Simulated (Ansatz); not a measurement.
A calculation on C11b MoSi2 returned lattice constant a 3.202 Å, lattice parameter c 7.818 Å, equilibrium volume per atom 13.36 Å³/atom, bulk modulus 217 GPa, cohesive energy 5.46 eV/atom.

For reference: lattice constant a 3.205 Å (measured, temperature not stated, no zero-point or thermal correction; as tabulated in Pavlosiuk et al. (2022), arXiv:2202.05362); lattice parameter c 7.845 Å (measured, temperature not stated, no zero-point or thermal correction; as tabulated in Pavlosiuk et al. (2022), arXiv:2202.05362); bulk modulus 222 ± 2 GPa (measured, room temperature, no zero-point or thermal correction, B' = 4; as tabulated in Structural stability of MoSi2 and Mo5Si3 under high pressure, Chin. Phys. B 26 …).

Which level of theory produced these numbers?
A. LDA (Ansatz, a program for electronic structure)
B. r²SCAN (Ansatz)
C. PBEsol-D3(BJ) (Ansatz)
D. revPBE (Ansatz)

B, r²SCAN (Ansatz)

The others give: LDA 3.174 Å, 7.777 Å, 13.06 Å³/atom, 225 GPa, 6.82 eV/atom; PBEsol-D3(BJ) 3.156 Å, 7.755 Å, 12.88 Å³/atom, 235 GPa, 6.81 eV/atom; revPBE 3.227 Å, 7.896 Å, 13.71 Å³/atom, 199 GPa, 5.23 eV/atom.

Unless a cell is named, each level is at its own relaxed cell (LDA 13.06, PBEsol-D3(BJ) 12.88, r²SCAN 13.36, revPBE 13.71 Å³/atom).

Ansatz's density-functional and Hartree–Fock values are scalar-relativistic unless marked +SOC, with PAW data made under PBE.
